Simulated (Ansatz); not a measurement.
Structure of amorphous Si$_{40}$Ge$_{8}$ (periodic cell):

```
CELL_PARAMETERS angstrom
     10.37144    -0.22479     0.04922
     -0.22479     9.81993     0.09577
      0.04922     0.09577    10.10261
ATOMIC_POSITIONS crystal
  Si 0.52921 0.39836 0.89065
  Si 0.71711 0.44479 0.20733
  Si 0.87523 0.93018 0.86085
  Si 0.78184 0.53149 0.64552
  Si 0.54024 0.06080 0.62006
  Si 0.04642 0.23572 0.59656
  Si 0.58521 0.44014 0.53484
  Si 0.66986 0.22478 0.49410
  Si 0.27425 0.84315 0.03453
  Si 0.82987 0.28491 0.65142
  Si 0.29922 0.07125 0.10294
  Si 0.71283 0.56101 0.86745
  Si 0.82024 0.93532 0.08680
  Si 0.74768 0.15905 0.09750
  Si 0.81387 0.25937 0.30214
  Si 0.25832 0.61383 0.34013
  Si 0.14500 0.43799 0.47361
  Si 0.26390 0.12834 0.87960
  Si 0.52891 0.34334 0.11755
  Si 0.84375 0.58568 0.07093
  Si 0.42178 0.54068 0.19524
  Si 0.92685 0.78169 0.21364
  Si 0.57210 0.74112 0.85001
  Si 0.13260 0.70911 0.16918
  Si 0.47092 0.74178 0.06065
  Si 0.10892 0.03375 0.47817
  Si 0.23820 0.88575 0.79924
  Si 0.39145 0.72532 0.71619
  Si 0.68192 0.92024 0.74459
  Si 0.96246 0.83040 0.44460
  Si 0.12529 0.49471 0.87833
  Si 0.60501 0.90174 0.17372
  Si 0.34142 0.51593 0.81782
  Si 0.31462 0.96504 0.56977
  Si 0.44597 0.22032 0.75725
  Si 0.38185 0.76085 0.48293
  Si 0.05015 0.49767 0.09390
  Si 0.09307 0.26681 0.82106
  Si 0.03707 0.33854 0.27737
  Si 0.59179 0.57080 0.34175
  Ge 0.49447 0.12259 0.23515
  Ge 0.36015 0.39374 0.61005
  Ge 0.76170 0.79432 0.56334
  Ge 0.59776 0.80533 0.39366
  Ge 0.87562 0.18315 0.87162
  Ge 0.04141 0.73491 0.78968
  Ge 0.00667 0.62256 0.56642
  Ge 0.12602 0.11931 0.25167
```

All values below come from PBE, scalar-relativistic without spin-orbit coupling (plane waves to 420 eV, PAW; Ansatz, an electronic-structure program). Neutral PBE cell, which sets geometry, pressure and energy: sampling: a 2×2×2 Γ-centred mesh; Fermi-Dirac width 0.05 eV; no spin polarisation.

A CHGNet melt-quench gave the starting glass, which DFT then relaxed. The hot cell started wider than the set density and was brought back towards it in steps. It is the lowest in DFT energy of 2 quenches. It is a model cell: composition and starting density were chosen by hand, and all elements were melted together. No dispersion term was used. A short ab initio anneal came between quench and relaxation. Its density started from a set value of 2.73 and ended at 2.75 g/cm³. Cooling (nominally 100 K/ps over its main leg) ran many orders faster than in experiment, which tends to leave more defects and strain. Values belong to this one cell and scatter from quench to quench. Volume and shape were free in the relaxation.

**Question.** Give the pressure, the energy against reference phases and the spacing of the highest filled and lowest empty levels.

**Answer.** 
The pressure on a 2×2×2 Γ-centred mesh is 0.04 GPa and the largest force and stress component on that mesh (the relaxation ran on one k-point at (1/4, 1/4, 1/4)) is 0.28 eV/Å and 0.3 GPa. The energy relative to silicon + germanium (lowest mix at this level among the phases computed, not always the ambient ones) is 0.326 eV/atom and the gap on a 2×2×2 Γ-centred mesh (PBE) comes out as within the smearing (under twice its width).

**Question.** At PBE and the zone centre, how localised are the states just below and above the Fermi level (participation number: the atoms over which a state spreads)?

**Answer.** The highest filled state is spread over 28.0 atoms' worth, largest on Ge43, with weights by element (charge in smoothed Voronoi cells) Si 0.71, Ge 0.29. The lowest empty state is spread over 19.6 atoms' worth, largest on Ge48, with weights by element (charge in smoothed Voronoi cells) Si 0.70, Ge 0.30.

The levels at the Fermi energy are partly filled. A closed spacing in one fast-quenched cell at PBE doesn't show the material to be a metal.

Cut-offs for bonds: Si-Si 2.70 Å, Si-Ge 2.80 Å, Ge-Ge 2.76 Å.

A PBE run started with 1 μB on atoms that lack a bond or may hold spare charge lost its moments; other starts weren't tried.
